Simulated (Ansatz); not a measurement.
Consider the following.

End structure of F on the 1x1 (110) surface of bcc W, one in a 3x3 cell, started at the site 'top W':

```
CELL_PARAMETERS angstrom
      8.27303     0.00000     0.00000
     -2.75768     7.79988     0.00000
      0.00000     0.00000    26.00000
ATOMIC_POSITIONS crystal
  W  0.16667 0.16667 0.37289
  W  0.16667 0.50000 0.37289
  W  0.16667 0.83333 0.37289
  W  0.50000 0.16667 0.37289
  W  0.50000 0.50000 0.37289
  W  0.50000 0.83333 0.37289
  W  0.83333 0.16667 0.37289
  W  0.83333 0.50000 0.37289
  W  0.83333 0.83333 0.37289
  W  0.00000 0.00000 0.45653
  W  0.00000 0.33333 0.45653
  W  0.00000 0.66667 0.45653
  W  0.33333 0.00000 0.45653
  W  0.33333 0.33333 0.45653
  W  0.33333 0.66667 0.45653
  W  0.66667 0.00000 0.45653
  W  0.66667 0.33333 0.45653
  W  0.66667 0.66667 0.45653
  W  0.16619 0.16619 0.54329
  W  0.16893 0.49774 0.54404
  W  0.16662 0.83290 0.54328
  W  0.49774 0.16893 0.54404
  W  0.50048 0.50048 0.54329
  W  0.50005 0.83377 0.54328
  W  0.83290 0.16662 0.54328
  W  0.83377 0.50005 0.54328
  W  0.83333 0.83333 0.54352
  W  0.99870 0.99870 0.62643
  W  0.99830 0.33118 0.62635
  W  0.00064 0.66603 0.62689
  W  0.33118 0.99830 0.62635
  W  0.33333 0.33333 0.63734
  W  0.33549 0.66836 0.62635
  W  0.66603 0.00064 0.62689
  W  0.66836 0.33549 0.62635
  W  0.66797 0.66797 0.62643
  F  0.33333 0.33333 0.71021
```

Set-up: 37 atoms, 6.6 Å thick at the start under the adsorbate (thin: gaps and levels are the slab's own); mesh 4x4x1; 0.1 eV smearing; dipole correction on; 18 atoms held, the rest relaxed; held to the start's symmetry, so lower structures may exist; no spin, no spin-orbit, no U, no dispersion correction. At the end it is bonded to W. In PBE it is, or lies within 0.03 eV of, the lowest of the starts that converged.

A negative adsorption energy means that the adsorbate is more stable on the surface than in its reference.

Question: What is the computed adsorption energy against ½ F2(g) (PBE (Ansatz, a first-principles code))?

Answer: -3.78 eV

Question: What is the computed change of the step from the bottom to the top vacuum level, against the clean slab (PBE)?

Answer: 0.31 eV

Question: Give the work function of the top face at the level PBE.

Answer: 5.12 eV

Question: Predict the change of the work function from PBE.

Answer: 0.30 eV
